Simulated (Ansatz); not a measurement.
Adsorption energy and surface dipole of N on the 1x1 (111) surface of fcc Rh, one in a 2x2 cell, started at the site 'hollow Rh-Rh-Rh over Rh at depth 2.2 Å', worked from the runs' numbers; total energies count from the potentials' own zero.

Calculation: PBE (plane waves to 420 eV, PAW; Ansatz, an electronic-structure program).

Slab: 17 atoms, 6.5 Å thick at the start under the adsorbate (thin: gaps and levels are the slab's own); k 6x6x1, smearing 0.1 eV, dipole-corrected; 8 atoms held, the rest relaxed; held to the start's symmetry, so lower structures may exist; no spin, no spin-orbit, no U, no dispersion correction. At the end it is bonded to 3 Rh. In PBE it is, or lies within 0.03 eV of, the lowest of the starts that converged.

```csv
quantity,value
slab with the adsorbate,-102823.938 eV
"clean slab, same cell and mesh",-102439.693 eV
"reference, ½ N2(g)",-384.013 eV
area of the cell,25.41 Å²
change of the step from the bottom to the top vacuum level,0.446 eV
```

Problem. What is the adsorption energy against this reference?

Solution. E(slab + adsorbate) − E(slab) − E(reference) = -0.23 eV, so in this state the adsorbate is more stable than in the reference, at a coverage of 3.94 a nm².

Problem. What dipole does adsorption add to the slab along the outward normal (Helmholtz relation, ε₀ = 0.005526 e/(V·Å))?

Solution. p = −ε₀·A·ΔV = -0.063 e·Å = -0.30 D; its negative end points to the vacuum, which raises the vacuum level.
